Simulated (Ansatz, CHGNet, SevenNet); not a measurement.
## SiSn (model structure, started from the WC type, P-6m2, No. 187, 2 atoms in the cell): equilibrium lattice constant a by level of theory

No measured value is used here.

| level (code) | value (Å) |
|---|---|
| CHGNet 0.3.0 | 3.542 |
| SevenNet-0 | 3.905 |
| SevenNet-l3i5 | 3.935 |
| LDA (Ansatz) | 3.756 |
| PBE (Ansatz) | 3.877 |
| PBEsol (Ansatz) | 3.778 |
| PBE-D3(BJ) (Ansatz) | 3.773 |

CHGNet 0.3.0: the cell has another shape than the first-principles one, perhaps another minimum in the same group. Ansatz's density-functional and Hartree–Fock values are scalar-relativistic unless marked +SOC, with PAW data made under PBE.

Machine-learned potentials (CHGNet 0.3.0, SevenNet-0, SevenNet-l3i5) are trained on DFT data: a solid inside that data is no test of them.

A model structure was made by putting elements into a prototype or built by hand; it is no filed structure, need not be a known phase, and can be a saddle point held by its symmetry.

Ansatz is a first-principles code.
